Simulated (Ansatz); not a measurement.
Functionals compared on a constructed model of the (0001) surface of hcp Ru, a pseudomorphic layer of In in the host's stacking (bottom of the slab: a bare face, its two planes held), in Ansatz (plane waves, PAW). The structure was relaxed with PBE; the other rows are single points on it. Cutoff 420 eV (500 eV for r2SCAN).

Set-up: 7 atoms, 13.3 Å thick at the start with caps and adatoms (thin: gaps and levels are the slab's own); mesh 16x16x1; 0.1 eV smearing; dipole correction on; 2 atoms held, the rest relaxed; held to the start's symmetry, so lower structures may exist; no spin, no spin-orbit, no U. In PBE it is, or lies within 0.01 eV a 1x1 cell of, the lowest of the 2 structures of its composition computed so far; subsurface sites and larger cells were not tried. These notes are the PBE run's.

| functional | work function of the top face (eV) | rough cost of the single point |
|---|---|---|
| PBE | 3.67 | – |
| RPBE | (withheld) | around 16 core-seconds (rough) |
| r2SCAN | 3.70 | roughly 30 core-seconds |

### Question
What belongs in the gaps?

### Answer

- RPBE, work function of the top face (eV): 3.52

Ansatz is a quantum-chemistry and plane-wave program.
